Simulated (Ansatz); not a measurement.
# SiS2: pressure series

Take SiS₂ (space group Ibam, No. 72; a = 5.802 Å, b = 9.889 Å, c = 5.546 Å; made of chains) as the base.

Cell and atoms are relaxed at each pressure.

All numbers come from r2SCAN/PAW in Ansatz (an electronic-structure program), scalar-relativistic without spin-orbit coupling, earlier PAW set.

Notes on the quantities. enthalpy: H = E + PV relative to the base's energy.

```tsv
variant	gap character	band gap	enthalpy	volume per atom
base	indirect, Σ₀–Γ (22 % along) → k = (3/8, 3/8, -3/8) in the run's primitive reciprocal basis	3.30 eV	–	26.52 Å³
pressure 1.8 GPa	indirect, Σ₀–Γ (20 % along) → G₀–X (75 % along)	3.01 eV	+0.27 eV/atom	22.95 Å³
pressure 4.2 GPa	indirect, Σ₀–Γ (20 % along) → X	2.78 eV	+0.60 eV/atom	21.06 Å³
pressure 9 GPa	indirect, Σ₀–Γ (18 % along) → X	2.54 eV	+1.20 eV/atom	19.01 Å³
pressure 18 GPa	indirect, Σ₀–Γ (18 % along) → Γ	2.02 eV	+2.20 eV/atom	16.91 Å³
pressure 30 GPa	direct at Γ	?	+3.40 eV/atom	?
pressure 45 GPa	direct at Γ	0.38 eV	+4.76 eV/atom	13.90 Å³
pressure 60 GPa	–	zero	+6.01 eV/atom	12.82 Å³
```

Q: Complete the table.

A: 
- pressure 30 GPa, band gap: 1.26 eV
- pressure 30 GPa, volume per atom: 15.26 Å³

The mesh was chosen for an insulator and is coarse for the gapless case. Load acts through the strain it causes; cell and atoms are relaxed under it. Whether these cells are dynamically stable was not tested. Competing high-pressure phases were not computed. All final runs are without spin polarisation. No dispersion term is included, though the crystal is made of layers, chains or molecules, so its spacings can come out too wide. A zero or small gap of SiS2 under pressure 60 GPa can be the functional's error rather than a property of the material.
